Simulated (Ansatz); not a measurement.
## ZnSe: response to strain

Consider ZnSe in the zinc blende structure (space group F-43m, No. 216).

```cif
data_SeZn
_chemical_formula_sum 'Zn1 Se1'
_space_group_name_H-M_alt 'P 1'
_space_group_IT_number 1
_cell_length_a 4.00615
_cell_length_b 4.00615
_cell_length_c 4.00615
_cell_angle_alpha 60.000
_cell_angle_beta 60.000
_cell_angle_gamma 60.000
loop_
_space_group_symop_operation_xyz
  'x, y, z'
loop_
_atom_site_label
_atom_site_type_symbol
_atom_site_fract_x
_atom_site_fract_y
_atom_site_fract_z
_atom_site_occupancy
Zn1 Zn 0.00000 0.00000 0.00000 1
Se1 Se 0.25000 0.25000 0.25000 1
```

Strains are applied to the cell and any free atomic positions relax.

All numbers come from plane-wave PAW DFT at the r2SCAN level (Ansatz, a quantum-chemistry and plane-wave program, 500 eV), scalar-relativistic without spin-orbit coupling.

Notes on the quantities. energy relative to the base: free energy F.

| variant | band gap | electron mass | energy relative to the base |
|---|---|---|---|
| base | 1.87 eV | 0.12 mₑ (at Γ) | 0 meV/atom |
| isotropic strain +0.50 % | 1.80 eV | 0.12 mₑ (at Γ) | +1.0 meV/atom |
| isotropic strain +1.00 % | 1.74 eV | 0.12 mₑ (at Γ) | +4.1 meV/atom |
| isotropic strain +1.50 % | 1.68 eV | 0.12 mₑ (at Γ) | +9.0 meV/atom |
| isotropic strain +2.00 % | 1.62 eV | 0.11 mₑ (at Γ) | +16 meV/atom |
| isotropic strain +2.50 % | 1.56 eV | 0.11 mₑ (at Γ) | +24 meV/atom |
| isotropic strain +3.00 % | 1.50 eV | 0.11 mₑ (at Γ) | +34 meV/atom |

Masses are band curvatures over ±0.01 Å⁻¹ around the edge. Whether these cells are dynamically stable was not tested.
